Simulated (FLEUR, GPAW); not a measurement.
A GPAW input for a self-consistent single point of LaCu2Ge2 (I4/mmm, 5 atoms in the cell) (DFT LDA (Perdew-Wang 92), plane waves, GPAW PAW datasets LDA (gpaw-data 1.0.1)):

```python
from ase import Atoms
from ase.units import GPa
from gpaw import GPAW

atoms = Atoms(['La', 'Cu', 'Cu', 'Ge', 'Ge'],
              cell=[[-2.068187, 2.068187, 4.964852],
                    [2.068187, -2.068187, 4.964852],
                    [2.068187, 2.068187, -4.964852]],
              scaled_positions=[[0.000000, 0.000000, 0.000000],
                                [0.250000, 0.750000, 0.500000],
                                [0.750000, 0.250000, 0.500000],
                                [0.626060, 0.626060, 0.000000],
                                [0.373940, 0.373940, 0.000000]],
              pbc=True)

calc = GPAW(mode={'name': 'pw', 'ecut': 800},
            xc='LDA',
            kpts=(7, 7, 7),
            occupations={'name': 'methfessel-paxton', 'width': 0.05, 'order': 0},
            nbands=-11,
            convergence={'density': 1e-05},
            symmetry={'symmorphic': False, 'tolerance': 0.0005},
            maxiter=150,
            txt='-')

atoms.calc = calc

energy = atoms.get_potential_energy()
print('Energy (eV):', round(energy, 6))
forces = atoms.get_forces()
print('Forces (eV/Ang):')
print(forces.round(5))
stress = atoms.get_stress()
print('Stress (GPa, Voigt):', (stress / GPa).round(4))
```

Give the FLEUR input for the same structure, mesh, smearing and functional.

This is the input that was run; spellings and numerical settings could be chosen otherwise.

Input of the input generator:

```
La(CuGe)2 FLAPW
&input film=f /
-0.3589144987 0.3589144987 0.8616036010
0.3589144987 -0.3589144987 0.8616036010
0.3589144987 0.3589144987 -0.8616036010
10.8892424759
1.0 1.0 1.0

5
57 0.0000000000 0.0000000000 0.0000000000
29 0.2500000000 0.7500000000 0.5000000000
29 0.7500000000 0.2500000000 0.5000000000
32 0.6260600000 0.6260600000 0.0000000000
32 0.3739400000 0.3739400000 0.0000000000

&comp jspins=1 /
&exco xctyp='pz' /
&kpt div1=7 div2=7 div3=7 /
&end /
```

```xml
<?xml version="1.0" encoding="UTF-8" standalone="no"?>
<fleurInput fleurInputVersion="0.39">
   <comment>
      La(CuGe)2 FLAPW                                                                                     
   </comment>
   <calculationSetup>
      <cutoffs Kmax="3.8" Gmax="15.2" GmaxXC="15.2" numbands="0"/>
      <scfLoop itmax="60" minDistance="0.00001" maxIterBroyd="15" imix="Anderson" alpha="0.05" precondParam="0.0" spinf="2.0"/>
      <coreElectrons ctail="T" frcor="F" kcrel="0" coretail_lmax="0"/>
      <xcFunctional name="pz" relativisticCorrections="F"/>
      <magnetism jspins="1"/>
      <soc l_soc="F" theta="0.0" phi="0.0" spav="F"/>
      <expertModes spex="0" secvar="F"/>
      <geometryOptimization l_f="T" forcealpha="1.0" forcemix="BFGS" epsdisp="0.00001" epsforce="0.00001"/>
      <ldaU l_linMix="F" mixParam="0.05" spinf="1.0"/>
   </calculationSetup>
   <cell>
      <bzIntegration valenceElectrons="61.0" mode="gauss" fermiSmearingEnergy="0.00183747">
         <kPointListSelection listName="default-1"/>
         <!-- k-points included here -->
         <xi:include xmlns:xi="http://www.w3.org/2001/XInclude" href="kpts.xml"> </xi:include>
      </bzIntegration>
      <!-- symmetry operations included here -->
      <xi:include xmlns:xi="http://www.w3.org/2001/XInclude" href="sym.xml"> </xi:include>
      <bulkLattice scale="1.0">
         <bravaisMatrix>
            <row-1>   -3.9083070044603949     3.9083070044603949     9.3822105293975948</row-1>
            <row-2>    3.9083070044603949    -3.9083070044603949     9.3822105293975948</row-2>
            <row-3>    3.9083070044603949     3.9083070044603949    -9.3822105293975948</row-3>
         </bravaisMatrix>
      </bulkLattice>
   </cell>
   <atomSpecies>
      <species name="Lanthanum (La)" element="La" atomicNumber="57">
         <mtSphere radius="2.68" gridPoints="925" logIncrement="0.014"/>
         <atomicCutoffs lmax="10" lnonsphr="8"/>
         <electronConfig flipSpins="F">
            <coreConfig>(1s1/2) (2s1/2) (2p1/2) (2p3/2) (3s1/2) (3p1/2) (3p3/2) (4s1/2) (3d3/2) (3d5/2) (4p1/2) (4p3/2) (4d3/2) (4d5/2)</coreConfig>
            <valenceConfig>(5s1/2) (5p1/2) (5p3/2) (6s1/2) (5d3/2) (5d5/2)</valenceConfig>
            <stateOccupation state="(5d3/2)" spinUp="0.2" spinDown="0.2"/>
            <stateOccupation state="(5d5/2)" spinUp="0.3" spinDown="0.3"/>
         </electronConfig>
         <energyParameters s="6" p="6" d="5" f="4"/>
         <lo type="SCLO" l="0" n="5" eDeriv="0"/>
         <lo type="SCLO" l="1" n="5" eDeriv="0"/>
      </species>
      <species name="Copper (Cu)" element="Cu" atomicNumber="29">
         <mtSphere radius="2.16" gridPoints="747" logIncrement="0.016"/>
         <atomicCutoffs lmax="8" lnonsphr="6"/>
         <electronConfig flipSpins="F">
            <coreConfig>(1s1/2) (2s1/2) (2p1/2) (2p3/2) (3s1/2) (3p1/2) (3p3/2)</coreConfig>
            <valenceConfig>(4s1/2) (3d3/2) (3d5/2)</valenceConfig>
            <stateOccupation state="(4s1/2)" spinUp="0.5" spinDown="0.5"/>
         </electronConfig>
         <energyParameters s="4" p="4" d="3" f="4"/>
         <lo type="HELO" l="2" n="4" eDeriv="0"/>
      </species>
      <species name="Germanium (Ge)" element="Ge" atomicNumber="32">
         <mtSphere radius="2.16" gridPoints="747" logIncrement="0.017"/>
         <atomicCutoffs lmax="8" lnonsphr="6"/>
         <electronConfig flipSpins="F">
            <coreConfig>(1s1/2) (2s1/2) (2p1/2) (2p3/2) (3s1/2) (3p1/2) (3p3/2)</coreConfig>
            <valenceConfig>(4s1/2) (3d3/2) (3d5/2) (4p1/2) (4p3/2)</valenceConfig>
            <stateOccupation state="(4p1/2)" spinUp="0.3333333333333" spinDown="0.3333333333333"/>
            <stateOccupation state="(4p3/2)" spinUp="0.6666666666667" spinDown="0.6666666666667"/>
         </electronConfig>
         <energyParameters s="4" p="4" d="3" f="4"/>
         <lo type="HELO" l="2" n="4" eDeriv="0"/>
      </species>
   </atomSpecies>
   <atomGroups>
      <atomGroup species="Lanthanum (La)">
         <relPos label="                   1">.0000000000 .0000000000 .0000000000</relPos>
         <force calculate="T" relaxXYZ="TTT"/>
      </atomGroup>
      <atomGroup species="Copper (Cu)">
         <relPos label="                   2">1.000/4.000 -1.000/4.000 1.000/2.000</relPos>
         <relPos label="                   3">-1.000/4.000 1.000/4.000 1.000/2.000</relPos>
         <force calculate="T" relaxXYZ="TTT"/>
      </atomGroup>
      <atomGroup species="Germanium (Ge)">
         <relPos label="                   4">-.3739400000 -.3739400000 .0000000000</relPos>
         <relPos label="                   5">.3739400000 .3739400000 .0000000000</relPos>
         <force calculate="T" relaxXYZ="TTT"/>
      </atomGroup>
   </atomGroups>
   <output dos="F" band="F" slice="F">
      <checks vchk="F" cdinf="F"/>
      <bandDOS minEnergy="-.5*Htr" maxEnergy="0.5*Htr" sigma="0.015" storeEVData="T"/>
      <vacuumDOS vacdos="F" integ="F" star="F" nstars="0" locx1="0.0" locy1="0.0" locx2="0.0" locy2="0.0" nstm="0" tworkf="0.0"/>
      <unfoldingBand unfoldBand="F" supercellX="1" supercellY="1" supercellZ="1"/>
      <plotting iplot="0" polar="F">
         <plot TwoD="T" vec1="  1.0  0.0  0.0" vec2="  0.0  1.0  0.0" vec3="  0.0  0.0  1.0" zero="  0.0  0.0  0.0" file="plot"/>
      </plotting>
      <chargeDensitySlicing numkpt="0" minEigenval="0.0" maxEigenval="0.0" nnne="0" pallst="F"/>
      <specialOutput eonly="F"/>
      <magneticCircularDichroism mcd="F" energyLo="-10.0" energyUp="0.0"/>
   </output>
  <!-- We include the file relax.xml here to enable relaxations (see documentation) -->
  <xi:include xmlns:xi="http://www.w3.org/2001/XInclude" href="relax.xml"> <xi:fallback/> </xi:include>
</fleurInput>
```

Basis, cutoffs, solver keys and any potentials are the target program's own. This input uses DFT, LDA (Perdew-Zunger), all-electron FLAPW (FLEUR), scalar-relativistic valence. LDA parametrisations can differ slightly between programs.

The starting cell comes from a database of computed structures (which also holds hypothetical and non-ambient phases and stackings), without a prior relaxation at this level. For this run, on top of that: lattice scaled by 0.98.
